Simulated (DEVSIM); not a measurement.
In0.53Ga0.47As p-n junction from an implanted or diffused profile

Structure: In0.53Ga0.47As p-n junction from an implanted or diffused profile, at 300 K.

```
layer (left to right)        material  thickness (μm)  Nd (cm⁻³)  τn (s)  τp (s)
---------------------  --------------  --------------  ---------  ------  ------
1                      In0.53Ga0.47As             120     1.8e15  2.2e-8  2.2e-8
```

Added acceptor profile: 2.9e17 cm⁻³ × exp(−(x − 0.18 μm)²/(2·(0.17 μm)²)). Left contact: ohmic. Right contact: ohmic. Voltage is applied to the left contact. Recombination: SRH at mid-gap, Auger. Mobility is μmin + (μ − μmin)/(1 + (N/Nref)^α).

The device is made up for the run: typed textbook-type constants, with dimensions and the other settings drawn at random. Values at 300 K.

```csv
parameter,In0.53Ga0.47As
gap (eV),0.74
affinity (eV),4.51
permittivity,13.9
Nc (cm⁻³),2.1e17
Nv (cm⁻³),7.7e18
μn (cm²/Vs),12000
μp (cm²/Vs),300
"μn,min",300
"μp,min",10
"Nref,n",1.3e17
"Nref,p",4.9e17
αn,0.48
αp,0.4
Cn (cm⁶/s),5e-29
Cp (cm⁶/s),5e-29
```

Simulated with DEVSIM: 1D drift-diffusion, Boltzmann statistics, complete ionisation; no tunnelling, impact ionisation, image-force lowering or self-heating.

* **Potential step across the device at zero bias**: 0.517 V
* **Dark forward voltage at 1 A/cm²**: 0.340 V
* **Dark forward voltage at 100 A/cm²**: 0.824 V

Dark reverse current:

```csv
V (V),J (A/cm²)
-0.20,-6.4e-5
-0.50,-0.00012
-1.00,-0.00019
-1.50,-0.00024
-2.00,-0.00029
-3.00,-0.00037
-4.00,-0.00044
-5.00,-0.00050
-6.50,-0.00058
-8.00,-0.00065
-10.00,-0.00074
```

Dark forward current:

| V (V) | J (A/cm²) |
|---|---|
| 0.05 | 6.6e-5 |
| 0.10 | 0.00030 |
| 0.15 | 0.0014 |
| 0.25 | 0.042 |
| 0.30 | 0.25 |
| 0.35 | 1.4 |
| 0.40 | 5.1 |
| 0.45 | 12 |
| 0.55 | 32 |
| 0.60 | 43 |
| 0.65 | 55 |
| 0.70 | 68 |
| 0.80 | 94 |
| 0.85 | 110 |
| 0.90 | 120 |
| 0.95 | 130 |
| 1.00 | 150 |
| 1.10 | 180 |
| 1.15 | 190 |
| 1.20 | 210 |
